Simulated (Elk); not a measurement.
Elk run on MgCd₃ (Imm2, 4 atoms in the cell): self-consistent single point

Level of theory: Elk with PBEsol, all-electron FP-LAPW, Elk's shipped species files, APW+lo basis with extra local orbitals.

The input file:

```
tasks
  0

xctype
  22

rgkmax
  8.0

gmaxvr
  16.0

nxlo
  2

lorbcnd
  .true.

lmaxi
  2

swidth
  0.00183747

maxscl
  100

avec
   -3.0110593714    9.6128591617    5.0248403469
    3.0110593714   -9.6128591617    5.0248403469
    3.0110593714    9.6128591617   -5.0248403469

sppath
  './'

atoms
  2
  'Mg.in'
  1
  0.6656400000  0.6656400000  0.0000000000    0.0 0.0 0.0
  'Cd.in'
  3
  0.1687500000  0.6687500000  0.5000000000    0.0 0.0 0.0
  0.7481100000  0.9994700000  0.7486400000    0.0 0.0 0.0
  0.2508300000  0.9994700000  0.2513600000    0.0 0.0 0.0

ngridk
  7 7 7
```

The program printed (abridged):

```
│ Elk code version 10.2.4 │

All units are atomic (Hartree, Bohr, etc.)

│ Ground-state run starting from atomic densities │

Lattice vectors :
  -3.011059371       9.612859162       5.024840347
   3.011059371      -9.612859162       5.024840347
   3.011059371       9.612859162      -5.024840347

Unit cell volume      :    581.7737977
Brillouin zone volume :   0.4263688300

Muffin-tin inner radius fraction :   0.1000000000E-01

Nuclei treated as point charges

Species :    1 (Mg)
 parameters loaded from : Mg.in
 name : magnesium
 nuclear charge    :   -12.00000000
 electronic charge :    12.00000000
 atomic mass :    44305.30462
 muffin-tin radius :    2.200000000
 number of radial points in muffin-tin :    397
 atomic positions (lattice), magnetic fields (Cartesian) :
   1 :   0.00000000  0.00000000  0.00000000    0.00000000  0.00000000  0.00000000

Species :    2 (Cd)
 parameters loaded from : Cd.in
 name : cadmium
 nuclear charge    :   -48.00000000
 electronic charge :    48.00000000
 atomic mass :    204912.7175
 muffin-tin radius :    2.600000000
 number of radial points in muffin-tin :    597
 atomic positions (lattice), magnetic fields (Cartesian) :
   1 :   0.50311000  0.00311000  0.50000000    0.00000000  0.00000000  0.00000000
   2 :   0.08247000  0.33383000  0.74864000    0.00000000  0.00000000  0.00000000
   3 :   0.58519000  0.33383000  0.25136000    0.00000000  0.00000000  0.00000000

Total number of atoms per unit cell :    4

Spin treatment :
 spin-unpolarised

Number of Bravais lattice symmetries :    8
Number of crystal symmetries         :    4
Crystal has no inversion symmetry
Complex Hermitian eigensolver will be used

k-point grid :      7     7     7
k-point offset :    0.000000000       0.000000000       0.000000000
k-point set is reduced with full crystal symmetry group
Total number of k-points :      112

Muffin-tin radius times maximum |G+k| :    8.000000000
 using average radius
Maximum |G+k| for APW functions       :    3.200000000
Maximum (1/2)|G+k|²                   :    5.120000000
Maximum |G| for potential and density :    16.00000000
 potential will be trimmed for |G| > 2 gkmax
Constant for pseudocharge density :   10
Radial integration step length :    4

G-vector grid sizes :     60    60    60
Number of G-vectors :    40267

Maximum angular momentum used for
 APW functions                      :    8
 outer part of muffin-tin           :    6
 inner part of muffin-tin           :    2

Total nuclear charge    :   -156.0000000
Total core charge       :    92.00000000
Total valence charge    :    64.00000000
Total excess charge     :    0.000000000
Total electronic charge :    156.0000000

Effective Wigner radius, rₛ :   0.9620116171

Number of empty states         :   16
Total number of valence states :   48
Total number of core states    :   92

Conduction state local-orbitals added automatically
Total number of local-orbitals :  315

Exchange-correlation functional :     22     0     0
 PBEsol, Phys. Rev. Lett. 100, 136406 (2008)
 gradient requirement :    1
 generalised gradient approximation (GGA)

Smearing type :    3
 Fermi-Dirac
Smearing width :   0.1837470000E-02
Effective electronic temperature (K) :    580.2271348

Mixing type :    3
 Broyden mixing, J. Phys. A: Math. Gen. 17, L317 (1984)

Kohn-Sham potential initialised from atomic data

│ Self-consistent loop started │
│ Loop number : 1 │
 total energy                :     -16977.6262119
│ Loop number : 2 │
 total energy                :     -16977.9636491
RMS change in Kohn-Sham potential (target) :   0.3739281177     (  0.1000000000E-05)
Absolute change in total energy (target)   :   0.3374371997     (  0.1000000000E-03)
│ Loop number : 3 │
 total energy                :     -16977.8072068
RMS change in Kohn-Sham potential (target) :   0.3516187058     (  0.1000000000E-05)
Absolute change in total energy (target)   :   0.7208300492E-01 (  0.1000000000E-03)
│ Loop number : 4 │
 total energy                :     -16979.0968006
RMS change in Kohn-Sham potential (target) :   0.1506992135     (  0.1000000000E-05)
Absolute change in total energy (target)   :    1.271573009     (  0.1000000000E-03)
│ Loop number : 5 │
 total energy                :     -16979.8377937
RMS change in Kohn-Sham potential (target) :   0.4490403368E-01 (  0.1000000000E-05)
Absolute change in total energy (target)   :    1.058886371     (  0.1000000000E-03)
│ Loop number : 6 │
 total energy                :     -16980.2082522
RMS change in Kohn-Sham potential (target) :   0.1016327824E-01 (  0.1000000000E-05)
Absolute change in total energy (target)   :   0.6351801507     (  0.1000000000E-03)
│ Loop number : 7 │
 total energy                :     -16980.3432832
RMS change in Kohn-Sham potential (target) :   0.6214985386E-03 (  0.1000000000E-05)
Absolute change in total energy (target)   :   0.2938260207     (  0.1000000000E-03)
│ Loop number : 8 │
 total energy                :     -16980.3752130
RMS change in Kohn-Sham potential (target) :   0.2563664118E-03 (  0.1000000000E-05)
Absolute change in total energy (target)   :   0.1053862743     (  0.1000000000E-03)
│ Loop number : 9 │
 total energy                :     -16980.3746533
RMS change in Kohn-Sham potential (target) :   0.7521526465E-04 (  0.1000000000E-05)
Absolute change in total energy (target)   :   0.2578684802E-01 (  0.1000000000E-03)
│ Loop number : 10 │
 total energy                :     -16980.3757026
RMS change in Kohn-Sham potential (target) :   0.2164363941E-04 (  0.1000000000E-05)
Absolute change in total energy (target)   :   0.7496001832E-02 (  0.1000000000E-03)
│ Loop number : 11 │
 total energy                :     -16980.3739715
RMS change in Kohn-Sham potential (target) :   0.5107956357E-05 (  0.1000000000E-05)
Absolute change in total energy (target)   :   0.1429482945E-03 (  0.1000000000E-03)
│ Loop number : 12 │
 total energy                :     -16980.3733840
RMS change in Kohn-Sham potential (target) :   0.1004407060E-05 (  0.1000000000E-05)
Absolute change in total energy (target)   :   0.5517812715E-03 (  0.1000000000E-03)
│ Loop number : 13 │
 total energy                :     -16980.3732832
RMS change in Kohn-Sham potential (target) :   0.3871592463E-06 (  0.1000000000E-05)
Absolute change in total energy (target)   :   0.2387499626E-03 (  0.1000000000E-03)
│ Loop number : 14 │
 total energy                :     -16980.3732291
RMS change in Kohn-Sham potential (target) :   0.8400250511E-07 (  0.1000000000E-05)
Absolute change in total energy (target)   :   0.1137805157E-03 (  0.1000000000E-03)
│ Loop number : 15 │
 total energy                :     -16980.3732238
RMS change in Kohn-Sham potential (target) :   0.3752218902E-07 (  0.1000000000E-05)
Absolute change in total energy (target)   :   0.3377923713E-04 (  0.1000000000E-03)
Convergence targets achieved

│ Loop number : 16 │

Energies :
 Fermi                       :     0.213010530865
 sum of eigenvalues          :     -10181.2778919
 electron kinetic            :      17791.3290243
 core electron kinetic       :      17168.5560143
 Coulomb                     :     -34299.1760407
 Coulomb potential           :     -27351.8251311
 nuclear-nuclear             :     -1472.52359233
 electron-nuclear            :     -38301.4797655
 Hartree                     :      5474.82731718
 Madelung                    :     -20623.2634751
 xc potential                :     -620.781785105
 exchange                    :     -463.336742693
 correlation                 :     -9.18912153869
 electron entropic           :    -0.341461387163E-03
 total energy                :     -16980.3732220

Density of states at Fermi energy :    29.38466620
 (states/Hartree/unit cell)

Estimated indirect band gap :   0.1652494420E-02
 from k-point     35 to k-point    111
Estimated direct band gap   :   0.8386676749E-02
 at k-point     51

Charges :
 core                        :    92.00000000
 valence                     :    64.00000000
 interstitial                :    5.598803782
 muffin-tins (core leakage)
  species :    1 (Mg)
   atom    1                 :    10.45019299     (  0.2220446049E-15)
  species :    2 (Cd)
   atom    1                 :    46.65628059     (  0.2456861105E-03)
   atom    2                 :    46.64736132     (  0.2457838143E-03)
   atom    3                 :    46.64736132     (  0.2457838143E-03)
 total in muffin-tins        :    150.4011962
 total calculated charge     :    155.9923660
 total charge                :    156.0000000
 error                       :   0.7634012430E-02

│ Self-consistent loop stopped │
```

The run converged in 16 iterations. The count includes the last loop, which Elk runs after its targets are met.

The starting cell comes from a database of computed structures (which also holds hypothetical and non-ambient phases and stackings), without a prior relaxation at this level. Its lattice was rescaled by a random factor within 2.5 % of one. Values depend on the basis (sphere radii, cutoffs, local orbitals), which need not be converged. The log's line on a gap gives a spacing of levels on this mesh, which the program prints for metals too.

Cost on one core of a shared machine: roughly 4 min.
